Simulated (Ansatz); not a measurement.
# CsCl-type CoAl: elastic constant C11 by level of theory

No measured value is used here.

```
level (code)           value (GPa)  cell (Å³/atom)
---------------------  -----------  --------------
LDA (Ansatz)                   ___           10.90
BLYP (Ansatz)                  261           11.92
PBE (Ansatz)                   293           11.60
PBE-D3(BJ) (Ansatz)            322           11.20
r²SCAN (Ansatz)                ___           11.25
r²SCAN+rVV10 (Ansatz)          353           11.18
HSE06 (Ansatz)                 384           11.09
```

Problem. Fill in the missing entries.

Solution. 
- LDA (Ansatz, a quantum-chemistry and plane-wave program), value (GPa): 339
- r²SCAN (Ansatz), value (GPa): 347

The crystal itself was run without spin with LDA, BLYP, PBE, PBE-D3(BJ), r²SCAN, r²SCAN+rVV10, HSE06; a magnetic state was not tried in these runs. PBE-D3(BJ): the dispersion coefficients are held fixed in the derivatives. HSE06: hybrids on metals are sensitive to the k mesh. HSE06: the run warned that the count of filled bands differs between k points. Each level is taken at its own relaxed cell. Cutoffs and k meshes differ between the levels. Ansatz's density-functional and Hartree–Fock values are scalar-relativistic unless marked +SOC, with PAW data made under PBE.
